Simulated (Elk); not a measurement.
Band structure of GaFe3 (Pm-3m, 4 atoms in the cell).

```
CELL_PARAMETERS angstrom
      3.63803     0.00000     0.00000
      0.00000     3.63803     0.00000
      0.00000     0.00000     3.63803
ATOMIC_POSITIONS crystal
  Ga 0.00000 0.00000 0.00000
  Fe 0.00000 0.50000 0.50000
  Fe 0.50000 0.00000 0.50000
  Fe 0.50000 0.50000 0.00000
```
Moments meant for the start (each program seeds them in its own way; μB, in the order of the atoms Ga Fe Fe Fe): 0.0 4.0 4.0 4.0.

Level of theory: LDA (PW92), all-electron FP-LAPW, Elk's shipped species files, APW+lo basis with extra local orbitals (Elk).

Settings: spinpol = true; rgkmax = 7.5; stype = 0; swidth = 0.00999582 Ha; ngridk = 6 6 6; reducebf = 0.5; gmaxvr = 18 1/bohr; lmaxapw = 10; lmaxo = 8; nxlo = 2; lorbcnd = true; lradstp = 2; nrmtscf = 2; rmtscf = 0.95.

The starting cell comes from a database of computed structures (which also holds hypothetical and non-ambient phases and stackings), without a prior relaxation at this level. The magnetic order is the one reached from the typed start; others were not searched systematically. Values depend on the basis (sphere radii, cutoffs, local orbitals), which need not be converged.

Levels in eV from the Fermi level, bands 24 to 31 of the first spin channel:
| point | 24 | 25 | 26 | 27 | 28 | 29 | 30 | 31 |
|---|---|---|---|---|---|---|---|---|
| Γ | -2.05 | 0.47 | 0.47 | 0.47 | 0.59 | 0.59 | 0.59 | 1.47 |
| X | -1.15 | -0.65 | -0.65 | -0.25 | 0.02 | 0.50 | 0.50 | 0.53 |
| M | -1.24 | -1.24 | -0.49 | -0.49 | 0.26 | 0.40 | 0.40 | 0.65 |
| R | -2.18 | -0.59 | -0.59 | -0.59 | 0.08 | 0.56 | 0.56 | 0.56 |

Bands cross the Fermi level along this path, so the cell is metallic at this level.

The net moment of the cell came out as 6.69 μB.
